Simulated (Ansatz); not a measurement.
What Lu → Al does to Lu

Take Lu in the hcp (Mg type) structure (space group P6_3/mmc, No. 194; a = 3.504 Å, c = 5.452 Å) as the base.

One thing is altered: full substitution Lu → Al, then cell and atoms are relaxed.

Level of theory: Ansatz (an electronic-structure program), r2SCAN, PAW, cutoff 500 eV, no spin-orbit coupling. Γ-centred 19×19×10 mesh, Fermi–Dirac width 0.05 eV, for the changed cell.

```json
[
 {"quantity": "volume per atom", "base": "28.99 Å³", "changed": "16.01 Å³", "shift": "-12.98 Å³"},
 {"quantity": "density", "base": "10.02 g/cm³", "changed": "2.80 g/cm³", "shift": "-7.22 g/cm³"},
 {"quantity": "lattice parameter a", "base": "3.504 Å", "changed": "2.818 Å", "shift": "-0.6866 Å"},
 {"quantity": "c/a ratio", "base": "1.556", "changed": "1.653", "shift": "+0.097"},
 {"quantity": "space group", "base": "P6_3/mmc (No. 194)", "changed": "P6_3/mmc (No. 194)", "shift": "–"},
 {"quantity": "band gap", "base": "zero", "changed": "zero", "shift": "–"}
]
```

Whether these cells are dynamically stable was not tested. For Al in this form, whether it has been made was not checked. This is not the structure that Al has at room temperature and ambient pressure.
